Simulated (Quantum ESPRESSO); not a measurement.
A self-consistent single point of In2S3O12 (R-3, 34 atoms in the cell) with Quantum ESPRESSO.

Method: PBEsol, GBRV 1.5 ultrasoft (PBESOL) pseudopotentials (plane waves; Quantum ESPRESSO).

The change in words: lattice scaled by 0.985. Reference geometry:
```xyz
34
Lattice="4.2241 2.4388 7.7548 -4.2241 2.4388 7.7548 0.0000 -4.8775 7.7548" Properties=species:S:1:pos:R:3 pbc="T T T"
In     0.0000     0.0000     3.3617
In     0.0000     0.0000    19.9027
In     0.0000     0.0000     8.1047
In     0.0000     0.0000    15.1597
S      1.7543    -2.4566     9.6818
S     -1.7543     2.4566    13.5826
S      1.2503     2.7476     9.6818
S     -1.2503    -2.7476    13.5826
S     -3.0046    -0.2910     9.6818
S      3.0046     0.2910    13.5826
O      2.4421    -2.3819    10.9757
O     -2.4421     2.3819    12.2886
O      0.8417     3.3058    10.9757
O     -0.8417    -3.3058    12.2886
O     -3.2838    -0.9239    10.9757
O      3.2838     0.9239    12.2886
O     -1.6042    -0.6433    16.4241
O      1.6042     0.6433     6.8403
O      1.3592    -1.0676    16.4241
O     -1.3592     1.0676     6.8403
O      0.2450     1.7109    16.4241
O     -0.2450    -1.7109     6.8403
O      0.5409    -3.2712     9.8179
O     -0.5409     3.2712    13.4465
O      2.5625     2.1040     9.8179
O     -2.5625    -2.1040    13.4465
O     -3.1034     1.1672     9.8179
O      3.1034    -1.1672    13.4465
O      1.3896    -1.0897     9.2851
O     -1.3896     1.0897    13.9792
O      0.2489     1.7483     9.2851
O     -0.2489    -1.7483    13.9792
O     -1.6385    -0.6586     9.2851
O      1.6385     0.6586    13.9792
```

Reference input (self-consistent single point, DFT, PBEsol, plane waves, GBRV 1.5 ultrasoft (PBESOL) pseudopotentials): ecutwfc = 40 Ry; ecutrho = 200 Ry; occupations = smearing; smearing = fermi-dirac; degauss = 0.0036749 Ry; potentials = {In: in_pbesol_v1.4.uspp.F.UPF, S: s_pbesol_v1.4.uspp.F.UPF, O: o_pbesol_v1.2.uspp.F.UPF}; K_POINTS = automatic 2 2 2 0 0 0; conv_thr = 1e-10 Ry; mixing_beta = 0.5. This run's input differs from it in these lines:

```diff
@@ -9,3 +9,3 @@
     ibrav = 0
-    celldm(1) = 17.3120884314
+    celldm(1) = 17.0524067362
     nat = 34
@@ -27,5 +27,5 @@
 CELL_PARAMETERS alat
-   0.4610833796     0.2662066134     0.8464845870
-  -0.4610833796     0.2662066134     0.8464845870
-   0.0000000000    -0.5324132267     0.8464845870
+   0.4610833933     0.2662066213     0.8464845770
+  -0.4610833933     0.2662066213     0.8464845770
+   0.0000000000    -0.5324132425     0.8464845770
 ATOMIC_POSITIONS crystal
```

The program printed (abridged):

```
     Self-consistent Calculation

     iteration #  1     ecut=    40.00 Ry     beta= 0.50

     total energy              =   -1448.06589541 Ry
     estimated scf accuracy    <       6.74469401 Ry

     iteration #  2     ecut=    40.00 Ry     beta= 0.50

     total energy              =   -1450.37920264 Ry
     estimated scf accuracy    <       0.95954178 Ry

     iteration #  3     ecut=    40.00 Ry     beta= 0.50

     total energy              =   -1450.46269596 Ry
     estimated scf accuracy    <       0.08122150 Ry

   [... 8 blocks of this kind left out ...]

     iteration # 12     ecut=    40.00 Ry     beta= 0.50

     total energy              =   -1450.48417717 Ry
     estimated scf accuracy    <          1.3E-09 Ry

     iteration # 13     ecut=    40.00 Ry     beta= 0.50
     End of self-consistent calculation

   [... 15 lines left out ...]

   [... 15 lines left out ...]

     the Fermi energy is     5.3679 ev

!    total energy              =   -1450.48417717 Ry
     estimated scf accuracy    <          3.2E-11 Ry
     smearing contrib. (-TS)   =       0.00000000 Ry
     internal energy E=F+TS    =   -1450.48417717 Ry

     convergence has been achieved in  13 iterations

     Forces acting on atoms (cartesian axes, Ry/au):

     atom    1 type  1   force =     0.00000000    0.00000000    0.00181657
     atom    2 type  1   force =     0.00000000    0.00000000   -0.00181657
     atom    3 type  1   force =     0.00000000    0.00000000    0.00039667
     atom    4 type  1   force =     0.00000000    0.00000000   -0.00039667
   [... lines left out ...]

     Total force =     0.375298     Total SCF correction =     0.000017

          total   stress  (Ry/bohr**3)                   (kbar)     P=      112.35
   0.00076578   0.00000000   0.00000000          112.65        0.00        0.00
  -0.00000000   0.00076578  -0.00000000           -0.00      112.65       -0.00
  -0.00000000  -0.00000000   0.00075958           -0.00       -0.00      111.74

   JOB DONE.
```

The run converged in 13 iterations. Against the reference run the free energy goes up by 28.1 meV/atom, the pressure goes from 2.85 to 11.23 GPa, the largest force goes from 0.891 to 1.996 eV/Å and the gap on the mesh goes from 4.115 to 4.642 eV.

The starting cell comes from a database of computed structures (which also holds hypothetical and non-ambient phases and stackings), without a prior relaxation at this level. For this run, on top of that: lattice scaled by 0.985. Forces in this geometry exceed 1 eV/Å.

Cost on one core of a shared machine: roughly 10 min.
